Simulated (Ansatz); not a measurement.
Take La$_{2}$O$_{3}$ (space group P-3m1, No. 164; a = 3.935 Å, c = 6.126 Å) as the base.

Level of theory: r2SCAN (Ansatz, a quantum-chemistry and plane-wave program), without spin-orbit coupling.

For the base:

```
Quantity               Value
-------------------  -------
Lattice parameter a  3.935 Å
```

It is then changed as follows: cell and atoms relaxed at a pressure of 4.5 GPa.

Predict the new lattice parameter a.

The lattice parameter a shrinks by 0.024 Å to 3.911 Å.

Load acts through the strain it causes; cell and atoms are relaxed under it. Whether these cells are dynamically stable was not tested.
